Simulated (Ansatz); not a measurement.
**Pressure series in ScTlO2**

Take ScTlO$_{2}$ (space group R-3m, No. 166; a model cell, its experimental status unchecked) as the base.

```xyz
4
Lattice="1.6082 0.9285 6.3748 -1.6082 0.9285 6.3748 0.0000 -1.8570 6.3748" Properties=species:S:1:pos:R:3 pbc="T T T"
Sc     0.0000     0.0000     0.0000
Tl     0.0000     0.0000     9.5622
O      0.0000     0.0000     5.3258
O      0.0000     0.0000    13.7987
```

Cell and atoms are relaxed at each pressure.

Computed with PBEsol/PAW in Ansatz (a quantum-chemistry and plane-wave program), spin-orbit coupling left out.

```tsv
variant	c/a ratio	smallest direct gap	density	width of the top valence band
base	5.946	1.11 eV	8.18 g/cm³	1.48 eV
pressure −2 GPa	5.955	1.12 eV	8.03 g/cm³	1.55 eV
pressure −1 GPa	5.950	1.11 eV	8.11 g/cm³	1.51 eV
pressure 1.8 GPa	5.940	1.10 eV	8.31 g/cm³	1.43 eV
pressure 4.2 GPa	5.933	1.08 eV	8.47 g/cm³	1.43 eV
pressure 9 GPa	5.926	1.03 eV	8.76 g/cm³	1.48 eV
pressure 18 GPa	5.924	0.91 eV	9.23 g/cm³	1.65 eV
pressure 30 GPa	5.933	0.74 eV	9.76 g/cm³	1.90 eV
pressure 45 GPa	5.955	0.51 eV	10.32 g/cm³	2.33 eV
pressure 60 GPa	5.983	0.29 eV	10.82 g/cm³	2.71 eV
```

With Tl present, leaving out spin-orbit coupling can change the band edges. Load acts through the strain it causes; cell and atoms are relaxed under it. Stability against distortions was not tested. No other phases were tried under pressure. The final runs are not spin-polarised. The zero or small gap of ScTlO2 under pressure 45 GPa and ScTlO2 under pressure 60 GPa can change with the level of theory.
